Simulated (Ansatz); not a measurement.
Here is the system:

```yaml
crystal:
  lattice:
    - [0.00000, 2.97614, 2.81539]
    - [2.97614, 0.00000, 2.81539]
    - [2.97614, 2.97614, 0.00000]
  atoms:
    - { symbol: Cd, position: [0.00000, 0.00000, 0.00000] }
    - { symbol: S, position: [0.25000, 0.25000, 0.25000] }
```

These are PBEsol with spin-orbit coupling, rigid bands (plane waves, PAW; Ansatz, a quantum-chemistry and plane-wave program) values and carry that method's errors. Condition of this run: biaxial stress xx = yy = -1 GPa (compression positive) (the target of the relaxation). Geometry: cell and atoms relaxed with PBEsol, then loaded as said.

Predict the hole conductivity mass (n e² τ/σ) at 300 K, by direction if it differs.

0.81 (x), 0.81 (y), 0.42 (z) mₑ.

What conductivity effective mass do dilute electrons have at 300 K?

0.128 (x), 0.128 (y), 0.119 (z) mₑ.

And the band gap?

0.89 eV at this level; semilocal functionals usually fall short of the measured gap.

Rigid bands, one relaxation time for all states, no polarons.
